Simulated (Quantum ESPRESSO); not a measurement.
Input and output of a self-consistent single point for ZrB₂ (P6/mmm, 3 atoms in the cell) (Quantum ESPRESSO).

Method: PBE, GBRV 1.5 ultrasoft (PBE) pseudopotentials (plane waves; Quantum ESPRESSO).

The change in words: lattice scaled by 0.98. Reference geometry:
```
ZrB2
1.0
    3.16752     0.00000     0.00000
   -1.58376     2.74315     0.00000
    0.00000     0.00000     3.55239
Zr B
1 2
Cartesian
  0.00000   0.00000   0.00000
  0.00000   1.82877   1.77619
  1.58376   0.91438   1.77619
```

Reference input (self-consistent single point, DFT, PBE, plane waves, GBRV 1.5 ultrasoft (PBE) pseudopotentials): ecutwfc = 40 Ry; ecutrho = 320 Ry; occupations = smearing; smearing = fd; degauss = 0.0099958 Ry; potentials = {Zr: zr_pbe_v1.uspp.F.UPF, B: b_pbe_v1.4.uspp.F.UPF}; K_POINTS = automatic 16 16 12 0 0 0; conv_thr = 1e-10 Ry; mixing_beta = 0.7. This run's input differs from it in these lines:

```diff
@@ -11,4 +11,4 @@
  ibrav = 4
- celldm(1) = 5.985745527
- celldm(3) = 1.12150510875
+ celldm(1) = 5.866031060
+ celldm(3) = 1.12150495955
  nat = 3
```

Output, abridged:

```
     Self-consistent Calculation

     iteration #  1     ecut=    40.00 Ry     beta= 0.70

---- Real-time Memory Report at c_bands before calling an iterative solver
           105 MiB given to the printing process from OS
            53 MiB allocation reported by mallinfo(arena+hblkhd)
------------------

     negative rho (up, down):  6.289E-02 0.000E+00

     total energy              =    -112.03488381 Ry
     estimated scf accuracy    <       0.27648795 Ry

     iteration #  2     ecut=    40.00 Ry     beta= 0.70

---- Real-time Memory Report at c_bands before calling an iterative solver
   [... lines left out ...]
           155 MiB given to the printing process from OS
            71 MiB allocation reported by mallinfo(arena+hblkhd)
------------------

     negative rho (up, down):  6.395E-02 0.000E+00

     total energy              =    -112.15860063 Ry
     estimated scf accuracy    <          2.8E-10 Ry

     iteration # 10     ecut=    40.00 Ry     beta= 0.70

---- Real-time Memory Report at c_bands before calling an iterative solver
           156 MiB given to the printing process from OS
            71 MiB allocation reported by mallinfo(arena+hblkhd)
------------------

     negative rho (up, down):  6.395E-02 0.000E+00
     End of self-consistent calculation

     the Fermi energy is    16.8374 ev

!    total energy              =    -112.15860062 Ry
     estimated scf accuracy    <          1.9E-12 Ry
     smearing contrib. (-TS)   =      -0.00115360 Ry
     internal energy E=F+TS    =    -112.15744703 Ry

     convergence has been achieved in  10 iterations

     negative rho (up, down):  6.395E-02 0.000E+00

     Forces acting on atoms (cartesian axes, Ry/au):

     atom    1 type  1   force =     0.00000000    0.00000000    0.00000000
   [... zero for the other atoms too ...]

     Total force =     0.000000     Total SCF correction =     0.000000

     negative rho (up, down):  6.395E-02 0.000E+00
          total   stress  (Ry/bohr**3)                   (kbar)     P=      159.14
   0.00114441   0.00000000   0.00000000          168.35        0.00        0.00
   0.00000000   0.00114441   0.00000000            0.00      168.35        0.00
  -0.00000000   0.00000000   0.00095658           -0.00        0.00      140.72

   JOB DONE.
```

The run converged in 10 iterations. Against the reference run the free energy rises by 28.2 meV/atom and the pressure goes from -0.25 to 15.91 GPa.

The starting cell comes from a database of computed structures (which also holds hypothetical and non-ambient phases and stackings), without a prior relaxation at this level. For this run, on top of that: lattice scaled by 0.98. With a pressure of about 16 GPa the cell is away from its equilibrium volume at this level.
